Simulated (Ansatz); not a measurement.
Partial pair distribution functions of a relaxed model of amorphous Si₂₄O₅₃Ta₂, broadened by 0.06 Å; density 2.65 g/cm³. Computed with PBE, scalar-relativistic without spin-orbit coupling (plane waves to 420 eV, PAW; Ansatz, a program for electronic structure).

Preparation: random packing, a CHGNet melt and quench, and a DFT relaxation. O atoms were pushed apart under 1.9 Å during the dynamics, to hinder bonds among them. The hot cell started wider than the set density and was brought back towards it in steps. It is the lowest in DFT energy of 2 quenches. It is a model cell: composition and starting density were chosen by hand, and all elements were melted together. No dispersion term was used. Its density started from a set value of 2.65 and ended at 2.65 g/cm³. Cooling (nominally 320 K/ps over its main leg) ran many orders faster than in experiment, which tends to leave more defects and strain. Values belong to this one cell and scatter from quench to quench. The volume was held where the preparation left it, at a PBE pressure of 1.9 GPa. Stress components on the final sampling reach 3.8 GPa.

```
r (Å)  g Si-O  g O-Ta  g Si-Si  g O-O
-----  ------  ------  -------  -----
1.40     0.02    0.00     0.00   0.00
1.50     1.78    0.00     0.00   0.00
1.60    14.50    0.00     0.00   0.00
1.70     9.62    0.05     0.00   0.00
1.80     0.58    2.10     0.00   0.00
1.90     0.00   10.62     0.00   0.00
2.00     0.00    9.57     0.00   0.00
2.10     0.00    1.13     0.00   0.00
2.20     0.00    0.01     0.01   0.00
2.30     0.00    0.16     0.38   0.09
2.40     0.00    0.97     0.69   0.39
2.50     0.03    0.52     0.09   1.92
2.60     0.11    0.85     0.30   4.77
2.70     0.15    0.31     1.24   4.42
2.80     0.09    0.01     1.80   2.77
2.90     0.27    0.00     3.64   1.38
3.00     0.43    0.00     3.37   0.83
3.10     0.69    0.00     2.47   0.73
3.20     0.97    0.00     1.20   0.54
3.30     1.10    0.06     0.43   0.34
3.40     1.13    0.54     0.03   0.44
3.50     1.12    1.26     0.07   0.50
3.60     0.91    0.98     0.17   0.54
3.70     1.16    0.63     0.22   0.67
3.80     1.52    1.00     0.70   0.80
3.90     1.47    0.53     1.23   0.56
4.00     1.54    1.31     0.93   0.53
4.10     1.72    1.62     0.35   0.85
4.20     1.82    0.65     0.62   0.85
4.30     1.45    1.13     0.49   0.91
4.40     0.93    2.38     0.77   0.99
4.50     0.68    1.60     1.08   0.89
4.60     0.67    2.42     1.13   1.01
4.70     0.56    1.87     1.61   1.38
4.80     0.61    1.21     1.52   1.38
4.90     0.62    0.82     1.18   1.21
5.00     0.66    0.48     1.05   1.34
5.10     0.72    0.19     1.04   1.39
5.20     0.94    0.22     1.08   1.21
5.30     1.09    0.04     1.10   1.18
```

Within 1.90 Å each Si has 4.00 O neighbours on average.
